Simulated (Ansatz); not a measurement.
**A computed series for Ag: thickness series**

The reference is Ag in the fcc (Cu type) structure (space group Fm-3m, No. 225; a = 4.055 Å). Axes: x, y, z lie along the cube axes.

Free-standing slabs (1 atom(s) a layer) normal to [111] with 15 Å of vacuum; in-plane cell held at bulk.

The values are results of DFT with PBEsol, PAW potentials and a 420 eV plane-wave cutoff in Ansatz (a program for electronic structure), no spin-orbit coupling, earlier PAW set, not measurements.

Notes on the quantities. excess energy per area of both faces: slab less bulk energy over the cell's area: twice a surface energy; uncertain by up to 0.2 J/m²; layer's space group: with vacuum.

| change | excess energy per area of both faces | layer's space group | thickness between the outermost nuclei |
|---|---|---|---|
| 1 layer | – | P6/mmm (No. 191) | – |
| 2 layers | 2.03 J/m² | P-3m1 (No. 164) | 2.33 Å |
| 3 layers | 2.0 J/m² | P-3m1 (No. 164) | 4.64 Å |
| 4 layers | 2.1 J/m² | P-3m1 (No. 164) | 6.99 Å |
| 5 layers | 2.0 J/m² | P-3m1 (No. 164) | 9.33 Å |
| 6 layers | 2.1 J/m² | P-3m1 (No. 164) | 11.65 Å |
| 7 layers | 2.1 J/m² | P-3m1 (No. 164) | 14.01 Å |

The excess energy carries the mismatch between the slab's and the bulk's meshes. Stability against distortions was not tested.
